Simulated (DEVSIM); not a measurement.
System: Schottky contact on n-type GaN, at 300 K.

```csv
layer (left to right),material,thickness (μm),Nd (cm⁻³),τn (s),τp (s)
1,GaN,1.70,8e15,6.8e-10,6.8e-10
```

Left contact: Schottky, work function 5.21 eV, emission velocity 5.4e6 cm/s. Right contact: ohmic. Voltage is applied to the left contact. Recombination: SRH at mid-gap, Auger. Mobility is constant in doping.

Constants are typed, rounded textbook-type inputs, not results; the design itself was drawn at random and stands for no fabricated device. Values at 300 K.

| parameter | GaN |
|---|---|
| gap (eV) | 3.43 |
| affinity (eV) | 4.1 |
| permittivity | 9.5 |
| Nc (cm⁻³) | 2.3e18 |
| Nv (cm⁻³) | 4.6e19 |
| μn (cm²/Vs) | 1200 |
| μp (cm²/Vs) | 100 |
| Cn (cm⁶/s) | 1e-30 |
| Cp (cm⁶/s) | 1e-30 |

Model (solved in DEVSIM): 1D drift-diffusion, Boltzmann statistics, complete ionisation; no tunnelling, impact ionisation, image-force lowering or self-heating. Metal contacts follow the ideal Schottky-Mott rule: no Fermi-level pinning, no interface dipoles.

The metal work function was swept, all else fixed.

| metal work function (eV) | potential step across the device at zero bias (V) | largest field in the device at zero bias (V/cm) | dark forward voltage at 1 A/cm² (V) | dark forward voltage at 100 A/cm² (V) |
|---|---|---|---|---|
| 5.06 | 0.814 | 49000 | 0.590 | 0.725 |
| 5.11 | 0.864 | 50000 | 0.640 | 0.775 |
| 5.16 | 0.914 | 52000 | 0.690 | 0.825 |
| 5.21 | 0.964 | 53000 | 0.740 | 0.875 |
| 5.26 | 1.014 | 55000 | 0.790 | 0.925 |
| 5.31 | 1.064 | 56000 | 0.840 | 0.975 |
| 5.36 | 1.114 | 58000 | 0.890 | 1.025 |
| 5.41 | 1.164 | 59000 | 0.940 | 1.075 |

From the first row to the last the potential step across the device at zero bias goes from 0.814 to 1.164. From the first row to the last the largest field in the device at zero bias goes from 49000 to 59000.
